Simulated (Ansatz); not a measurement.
Consider SiC in the wurtzite structure (space group P6_3mc, No. 186; a = 3.076 Å, c = 5.048 Å).

The values are results of PBEsol (Ansatz, a first-principles code, PAW, without spin-orbit coupling), not measurements.

Strains are applied to the cell and any free atomic positions relax.

One change was made to it. Results:

```csv
quantity,base,after
mean gap deformation potential ΔEg/Δln V,–,+1.8 eV
energy relative to the base (free energy F),0 meV/atom,+2.4 meV/atom
"pressure (mean of the normal stresses, compression positive)",0.00 GPa,4.16 GPa
```

Task: Which change produced these results?
A. isotropic strain −1.20 %
B. isotropic strain −0.60 %
C. isotropic strain −3.00 %

Result: B, isotropic strain −0.60 %. For comparison, the energy relative to the base in the other runs: isotropic strain −1.20 % gives +9.6 meV/atom; isotropic strain −3.00 % gives +63 meV/atom.

Whether these cells are dynamically stable was not tested.
